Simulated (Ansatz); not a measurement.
TiAl: element substitutions

Take TiAl (space group P4/mmm, No. 123; a = 2.797 Å, c = 4.032 Å) as the base.

Each row replaces one element on all its sites; cell and atoms are relaxed.

Levels (all Ansatz, a quantum-chemistry and plane-wave program, PAW): PBEsol (420 eV, scalar-relativistic without spin-orbit coupling); r2SCAN (500 eV, spin-orbit coupling left out).

Pressures by level, all at the geometries relaxed with PBEsol:

| case | PBEsol | r2SCAN |
|---|---|---|
| base | 0.0 GPa | 2.2 GPa |
| Al → Eu | 0.0 GPa | 4.1 GPa |
| Al → Y | 0.0 GPa | 3.5 GPa |

Other magnetic orders, which the real material may have, were not ruled out. The state of the 4f shell was not checked for lower solutions. Single points use the geometry relaxed with PBEsol. Their cutoffs differ, which shifts pressures a little. Stability against distortions was not tested. As relaxed here, EuTi and YTi are hypothetical phases, not in the database extracts checked. Spin-polarised in the final run: PBEsol EuTi and r2SCAN EuTi; the other runs are not. An odd electron count without spin: TiAl and YTi.
